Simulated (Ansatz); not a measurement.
An Ansatz (a first-principles code) run: ZnSnP2 with a change (isotropic strain −0.73 %); r2SCAN (Ansatz; PAW; 500 eV plane waves; no spin-orbit coupling).

Input:

Ansatz 0.2 input:
```yaml
crystal:
  lattice:
    - [-2.8045394474, 2.8045394474, 5.6213482803]
    - [2.8045394474, -2.8045394474, 5.6213482803]
    - [2.8045394474, 2.8045394474, -5.6213482803]
  atoms:
    - { symbol: Zn, position: [0.75, 0.25, 0.5] }
    - { symbol: Zn, position: [0, 0, 0] }
    - { symbol: Sn, position: [0.25, 0.75, 0.5] }
    - { symbol: Sn, position: [0.5, 0.5, 0] }
    - { symbol: P, position: [0.1032533809, 0.125, 0.4782533809] }
    - { symbol: P, position: [0.6467466191, 0.625, 0.5217466191] }
    - { symbol: P, position: [0.375, 0.8967466191, 0.0217466191] }
    - { symbol: P, position: [0.875, 0.3532533809, 0.9782533809] }
basis: { ecutwfc: 500, ecutrho_ratio: 4, xc_grid: 4, fft_grid_basis: typed }
kpoints: { mp_grid: { grid: [8, 8, 8] } }
hamiltonian:
  xc: r2scan
  dispersion: none
  pseudopotentials: { kind: paw }
scf: { occupations: { method: fermi_dirac, width: 0.05 }, convergence: { dr2_threshold: 0.0000000008 } }
relax: { f_tol: 0.005, max_steps: 50 }
output: { forces: true, stress: true }
checkpoint: { write: state.ck, write_every: 1000 }
```

Output (explanatory and most iteration lines left out):

```
Relaxation: its limit of steps is 50 (relax.max_steps)
Pseudopotential: Zn, paw, valence charge 12
Pseudopotential: Sn, paw, valence charge 14
Pseudopotential: P, paw, valence charge 5
Crystal: 8 atoms, lattice volume = 176.858 Å³
Basis set: ecut = 500 eV, 4493 PW (Γ), exchange–correlation on 216×216×216 points (64 copies of the dense FFT grid, shifted against one another)
Bands: 44, of which v1, the nominal top of the filled ones, is band 36 counted from 1 (35 counted from 0)
Symmetry: 8 space group operations
Space group: I-42d (ITA 122), of the structure as read, at distance tolerance 5.6e-5 Å
k-points: 59 of 512 (time reversal used)
Functional: x = r2scan, c = r2scan; τ floored in thin density (d = 2e-4 eV/Å³)
SCF iter   1: F=—  HF=-21767.445572 eV  |F-HF|=—  |Δ(HF+E_count)|=         —  Δρ=1.12e-2  dr2=1.29e-1  dr2_τ=3.00e-2  ethr=1.77e-3  ⟨swp⟩=9.8  Hψ=13247  notcnv=0  defer=4
SCF iter   2: F=—  HF=-21767.464284 eV  |F-HF|=—  |Δ(HF+E_count)|=   1.87e-2  Δρ=2.54e-3  dr2=7.27e-3  dr2_τ=5.64e-4  ethr=1.80e-4  ⟨swp⟩=2.9  Hψ=4870  notcnv=0  defer=131
SCF 1 converged in 10 iterations: F = -21767.457374 eV  dr2 = 4.93e-11
relax step   1: F+E_penalty+E_count = -21767.45737371 eV  Δ(F+E_penalty+E_count) = +0.000e0 eV  max|allowed force component| = 5.581e-2 eV/Å  Δτ_max = 0.0000 Å  (10 SCF iters, accepted)
Crystal: 8 atoms, lattice volume = 176.858 Å³
SCF iter   1: F=—  HF=-21767.457861 eV  |F-HF|=—  |Δ(HF+E_count)|=         —  Δρ=2.55e-4  dr2=9.72e-5  dr2_τ=8.74e-5  ethr=1.29e-7  ⟨swp⟩=3.0  Hψ=8675  notcnv=0  defer=130
SCF iter   2: F=—  HF=-21767.457924 eV  |F-HF|=—  |Δ(HF+E_count)|=   6.29e-5  Δρ=1.27e-4  dr2=2.28e-5  dr2_τ=4.01e-7  ethr=1.29e-7  ⟨swp⟩=2.0  Hψ=3984  notcnv=0  defer=130
SCF 2 converged in 7 iterations: F = -21767.457921 eV  dr2 = 1.82e-10
relax step   2: F+E_penalty+E_count = -21767.45792079 eV  Δ(F+E_penalty+E_count) = -5.471e-4 eV  max|allowed force component| = 6.446e-3 eV/Å  Δτ_max = 0.0044 Å  (7 SCF iters, accepted)
Crystal: 8 atoms, lattice volume = 176.858 Å³
SCF iter   1: F=—  HF=-21767.457932 eV  |F-HF|=—  |Δ(HF+E_count)|=         —  Δρ=3.35e-5  dr2=1.67e-6  dr2_τ=1.49e-6  ethr=2.30e-8  ⟨swp⟩=3.3  Hψ=6031  notcnv=0  defer=130
SCF iter   2: F=—  HF=-21767.457928 eV  |F-HF|=—  |Δ(HF+E_count)|=   4.11e-6  Δρ=1.65e-5  dr2=3.88e-7  dr2_τ=6.93e-9  ethr=2.32e-9  ⟨swp⟩=2.0  Hψ=4536  notcnv=0  defer=130
SCF 3 converged in 5 iterations: F = -21767.457928 eV  dr2 = 4.08e-10
relax step   3: F+E_penalty+E_count = -21767.45792821 eV  Δ(F+E_penalty+E_count) = -7.415e-6 eV  max|allowed force component| = 1.267e-5 eV/Å  Δτ_max = 0.0006 Å  (5 SCF iters, accepted)
Crystal: 8 atoms, lattice volume = 176.858 Å³
SCF iter   1: F=—  HF=-21767.457928 eV  |F-HF|=—  |Δ(HF+E_count)|=         —  Δρ=5.32e-7  dr2=4.08e-10  dr2_τ=7.65e-12  ethr=1.00e-12  ⟨swp⟩=2.5  Hψ=11370  notcnv=0  defer=129
SCF iter   2: F=-21767.457928 eV  HF=-21767.457928 eV  |F-HF|=9.09e-11  |Δ(HF+E_count)|=  1.09e-10  Δρ=2.85e-7  dr2=1.26e-10  dr2_τ=2.00e-12  ethr=1.00e-12  ⟨swp⟩=4.0  Hψ=8366  notcnv=0
SCF 4 converged in 2 iterations: F = -21767.457928 eV  dr2 = 1.26e-10
SCF converged after 2 iterations
Free energy (F): -21767.457928 eV
Internal energy: -21767.457928 eV  (E = F + TS)
E sigma→0 (E₀):  -21767.457928 eV
Entropy (-TS):   -0.000000 eV (-0.000 meV/atom)
Fermi energy:    8.126109 eV
--- Forces (eV/Å), atoms counted from 1 ---
  atom   1  Zn    -0.00000000     0.00000000     0.00000000
  atom   2  Zn    -0.00000000     0.00000000     0.00000000
  atom   3  Sn    -0.00000000     0.00000000     0.00000000
  atom   4  Sn    -0.00000000     0.00000000     0.00000000
  atom   5  P      0.00000000    -0.00001066     0.00000000
  atom   6  P      0.00000000     0.00001066     0.00000000
  atom   7  P      0.00001066    -0.00000000    -0.00000000
  atom   8  P     -0.00001066    -0.00000000     0.00000000
--- Stress (GPa, compression-positive) ---
        1.701384       0.000000      -0.000000
        0.000000       1.701384       0.000000
       -0.000000       0.000000       1.720917
  P = ⅓ Tr σ = 1.7079 GPa (17.079 kbar)
--- Relaxed structure (3 steps of the walk, 3 accepted, 0 SCFs on fresh bases) ---
  atoms:
    - { symbol: Zn, position: [0.75, 0.25, 0.49999999999999994] }
    - { symbol: Zn, position: [2.4161769535160654e-21, 2.1745592581644237e-20, 2.4161769535160345e-20] }
    - { symbol: Sn, position: [0.25, 0.75, 0.49999999999999994] }
    - { symbol: Sn, position: [0.5, 0.5, 2.4161769535160315e-20] }
    - { symbol: P, position: [0.1023674052461371, 0.125, 0.4773674052461371] }
    - { symbol: P, position: [0.6476325947538628, 0.625, 0.5226325947538628] }
    - { symbol: P, position: [0.3749999999999999, 0.8976325947538628, 0.022632594753862895] }
    - { symbol: P, position: [0.8749999999999999, 0.3523674052461371, 0.977367405246137] }
```

Whether these cells are dynamically stable was not tested. The cell was made from ZnSnP2 in the chalcopyrite structure (space group I-42d, No. 122) by this change: isotropic strain −0.73 %.
